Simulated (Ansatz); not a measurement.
Take PtTe₂ (space group P-3m1, No. 164; a = 4.0090 Å, c = 4.9600 Å; layered; relaxed with 0.1 eV smearing) as the base. Axes: x lies along a and z along c of the hexagonal cell.

The values are results of Kohn–Sham DFT with the PBEsol-D3(BJ) functional, run in Ansatz (a quantum-chemistry and plane-wave program) with PAW and 420 eV plane waves, no spin-orbit coupling, not measurements.

Before the change:

```
Property                        Result
-----------------------------  -------
Pressure                       0.0 GPa
Shortest interatomic distance  2.675 Å
```

Modification: compressive biaxial strain of 2.50 % in the plane normal to [001], as in epitaxy on a mismatched substrate; the out-of-plane cell vector and the atoms relax.

**Question.** Predict the new pressure.

**Answer.** The pressure (mean of the normal stresses, compression positive) goes from zero to 3.1 GPa.

**Question.** Estimate the effect on the shortest interatomic distance.

**Answer.** The shortest interatomic distance falls by 0.020 Å, from 2.675 Å to 2.655 Å.

**Question.** Estimate the effect on the ratio −ε⊥/ε∥.

**Answer.** The ratio −ε⊥/ε∥ comes out as 1.26.

No phonon test of stability was made. All final runs are without spin polarisation.
